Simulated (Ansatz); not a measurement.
End structure of a constructed model of the (111) surface of diamond, (√3x√3)R30° Ge adatom at H3 (bottom of the slab: 3 H on 3 bottom sites):

```xyz
28
Lattice="3.7882 2.1871 0.0000 -3.7882 2.1871 0.0000 0.0000 0.0000 25.5000" Properties=species:S:1:pos:R:3 pbc="T T T"
C      0.0000     0.0000     9.2366
C     -1.2627     2.1871     9.2366
C      1.2627     2.1871     9.2366
C     -2.5255     1.4581     9.7521
C      0.0000     1.4581     9.7521
C      2.5255     1.4581     9.7521
C     -2.5253     1.4580    11.2986
C     -0.0002     1.4580    11.2986
C      2.5255     1.4583    11.2986
C     -1.2627     0.7290    11.8136
C      1.2627     0.7290    11.8081
C      0.0000     2.9162    11.8081
C     -1.2627     0.7290    13.3739
C      1.2627     0.7290    13.3624
C      0.0000     2.9162    13.3624
C      0.0081    -0.0047    13.8643
C     -1.2627     2.1964    13.8643
C      1.2547     2.1825    13.8643
C      0.0111    -0.0064    15.4591
C     -1.2627     2.1999    15.4591
C      1.2517     2.1807    15.4591
C     -2.5076     1.4477    15.9140
C     -0.0179     1.4477    15.9140
C      2.5255     1.4788    15.9140
H      0.0003    -0.0002     8.1308
H     -1.2627     2.1875     8.1308
H      1.2624     2.1869     8.1308
Ge    -1.2627     0.7290    17.5540
```

Slab: 28 atoms, 9.3 Å thick at the start with caps and adatoms (thin: gaps and levels are the slab's own); k 7x7x1, smearing 0.025 eV, dipole-corrected; 6 atoms held, the rest relaxed; start symmetry kept, larger cells not searched; spin-polarised, ending with about 0.2 μB a cell, a value that depends on the mesh; orders that need a larger cell were not tried, no spin-orbit, no U. The slab shows no gap on its mesh. In PBE it lies 0.12 eV a 1x1 cell over the lowest computed structure of the same composition ((√3x√3)R30° Ge adatom at T4).

Task: Give the work function of the top face at the level PBE (Ansatz, a quantum-chemistry and plane-wave program).

Result: 4.36 eV
